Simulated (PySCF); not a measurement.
PySCF 2.14.0, PBE0/def2-svpd, df: Cr(NH)2(NH2)(SH) ([NH]=[Cr](=[NH])([NH2])[SH]), 10 atoms. The geometry is a generated start, not checked to be a minimum at this level.

task: energy
method: pbe0
basis: def2-svpd
two-electron scheme: density fitting
mol.max_memory: 3000 MB
mf.max_cycle: 100
mf.init_guess: minao (default)
mf.DIIS: CDIIS (default)
mf.diis_space: 8 (default)
mf.conv_tol: 1e-09 (default)
mf.grids.level: 3 (default)
basis functions: 161
grid points: 130536

```xyz
10

Cr     0.0201    -0.0993    -0.0914
N     -1.3426    -0.9937     0.0329
H     -2.1198    -1.6362    -0.0872
N      1.1536    -0.5430    -1.1842
H      1.7056    -0.9771    -1.9145
N     -0.2914     1.6837    -0.2632
H     -1.1123     2.1988     0.0556
H      0.2981     2.3276    -0.7908
S      1.0361    -0.3643     1.9656
H      0.6526    -1.5964     2.2773
```

Charge 0 and multiplicity 1 are set for this test and not shown to be the ground state.

One run each on 2 threads, 1 BLAS thread. Values of level_shift (Hartree) tried: 0 (default), 0.1, 0.3, 1.

Task: Which value of level_shift (Hartree) needs the fewest Fock builds, and what happens away from it?

Result: Fewest Fock builds, within one of each other: 0 (default) with 20, 0.1 with 21. The count rises to 60 at 1. All converge to one solution.

```csv
level_shift (Hartree),Fock builds,end
0 (default),20,same solution
0.1,21,same solution
0.3,25,same solution
1,60,same solution
```
